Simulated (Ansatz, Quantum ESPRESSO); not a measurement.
An Ansatz (an electronic-structure program) input for a self-consistent single point of Sb (R-3m, 2 atoms in the cell) (DFT, PBEsol, plane waves, default PAW files made with PBE):

Ansatz 0.2 input:
```yaml
# Sb
crystal:
  lattice:
    - [2.15986600, 1.24699900, 3.79962400]
    - [-2.15986600, 1.24699900, 3.79962400]
    - [0.00000000, -2.49399900, 3.79962400]
  atoms:
    - { symbol: Sb, position: [0.26826000, 0.26826000, 0.26826000] }
    - { symbol: Sb, position: [0.73174000, 0.73174000, 0.73174000] }
basis:
  ecutwfc: 420.0
kpoints:
  mp_grid:
    grid: [6, 6, 6]
hamiltonian:
  xc: pbesol
  pseudopotentials:
    kind: paw
scf:
  occupations:
    method: fermi_dirac
    width: 0.1
output:
  forces: true
  eigenvalues: true
  stress: true
```

Q: Write the same calculation as an input for Quantum ESPRESSO.

A: This is the input that was run; spellings and numerical settings could be chosen otherwise.

```fortran
&control
    calculation = 'scf'
    outdir = './tmp/'
    pseudo_dir = './'
    tprnfor = .true.
    tstress = .true.
/
&system
    ibrav = 0
    nat = 2
    ntyp = 1
    ecutwfc = 30
    ecutrho = 180
    occupations = 'smearing'
    smearing = 'fd'
    degauss = 0.0073499
    input_dft = 'pbesol'
/
&electrons
    conv_thr = 1.0e-11
    mixing_beta = 0.4
/
ATOMIC_SPECIES
Sb   121.7600  Sb.pbe-n-kjpaw_psl.1.0.0.UPF
CELL_PARAMETERS bohr
   4.0815553971     2.3564871072     7.1802487366
  -4.0815553971     2.3564871072     7.1802487366
   0.0000000000    -4.7129742144     7.1802487366
ATOMIC_POSITIONS crystal
Sb    0.2682600000    0.2682600000    0.2682600000
Sb    0.7317400000    0.7317400000    0.7317400000
K_POINTS automatic
6 6 6  0 0 0
```

Basis settings and potentials, where a program has them, do not carry over. This input uses DFT, PBEsol, plane waves, PSlibrary PAW (PBE) pseudopotentials.

The starting cell comes from a database of computed structures (which also holds hypothetical and non-ambient phases and stackings), without a prior relaxation at this level. Its lattice was rescaled by a random factor within 2.5 % of one.
